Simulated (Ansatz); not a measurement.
# IrO2: O interstitial (started 1.64 Å from the nearest host atom), symmetric start

The parent structure is a 24-atom supercell of IrO₂ in the rutile structure (space group P4_2/mnm, No. 136; a = 4.529 Å, c = 3.180 Å) at its relaxed geometry.

Now apply this change: a neutral O interstitial (started 1.64 Å from the nearest host atom), symmetric start, atoms relaxed at fixed cell.

Computed with Ansatz (a first-principles code) PBE, scalar-relativistic without spin-orbit coupling. k-mesh 8×8×8 (Γ-centred); smearing 0.05 eV (Fermi–Dirac).

```json
{
  "pressure": "5.4 GPa (base 0.0 GPa)",
  "largest_displacement_of_a_host_atom_from_its_site_in_the_perfect_cell": "0.18 Å",
  "final_site_of_the_added_atom": "2 Ir at 2.24 Å (linear)"
}
```

The cell is small, so the values are those of an ordered compound at a high defect concentration; dilute-limit values will differ. The defect started on the symmetric site and kept its symmetry, so it may sit on a saddle. No Hubbard U is applied, and correlation can decide whether such a compound is a metal. All final runs are without spin polarisation. The defect cell is not spin-polarised.
